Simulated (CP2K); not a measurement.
Band structure of CsCaBr3 (Pm-3m, 5 atoms in the cell).

```xyz
5
Lattice="5.5836 0.0000 0.0000 0.0000 5.5836 0.0000 0.0000 0.0000 5.5836" Properties=species:S:1:pos:R:3 pbc="T T T"
Cs     0.0000     0.0000     0.0000
Ca     2.7918     2.7918     2.7918
Br     2.7918     0.0000     2.7918
Br     0.0000     2.7918     2.7918
Br     2.7918     2.7918     0.0000
```

Method: PBEsol, GPW, DZVP-MOLOPT-SR-GTH basis, GTH-PBE potentials (GTH_POTENTIALS) (CP2K 2026.2).

Settings: CUTOFF = 500 Ry; REL_CUTOFF = 50 Ry; KPOINTS/SCHEME = MONKHORST-PACK 3 3 3; XC_FUNCTIONAL = PBE:PBESOL; Cs/BASIS_SET = DZVP-MOLOPT-SR-GTH-q9; Cs/POTENTIAL = GTH-PBE-q9; Ca/BASIS_SET = DZVP-MOLOPT-SR-GTH-q10; Ca/POTENTIAL = GTH-PBE-q10; Br/BASIS_SET = DZVP-MOLOPT-SR-GTH-q7; Br/POTENTIAL = GTH-PBE-q7; METHOD = GPW; EPS_DEFAULT = 1e-10; EXTRAPOLATION = USE_GUESS; NGRIDS = 5.

The starting cell comes from a database of computed structures (which also holds hypothetical and non-ambient phases and stackings), without a prior relaxation at this level. Its lattice was rescaled by a random factor within 2.5 % of one. Values carry the incompleteness of an atom-centred basis. The potentials were made for another functional than the one used.

### Question
Predict the gap along the standard path and the places of the band edges.

### Answer
The gap along the path is 4.49 eV, from R to Γ; the smallest direct gap on it is 4.75 eV.

Levels in eV from the top of the valence band on the SCF mesh, bands 17 to 21:
```json
[
 {"point": "Γ", "17": "-0.47", "18": "-0.09", "19": "-0.09", "20": "-0.09", "21": "4.66"},
 {"point": "X", "17": "-0.80", "18": "-0.67", "19": "-0.30", "20": "-0.30", "21": "5.20"},
 {"point": "M", "17": "-0.95", "18": "-0.69", "19": "-0.69", "20": "0.15", "21": "6.21"},
 {"point": "R", "17": "-1.45", "18": "0.18", "19": "0.18", "20": "0.18", "21": "6.66"}
]
```

Higher empty bands are left out: an atom-centred basis made for the valence describes them poorly.
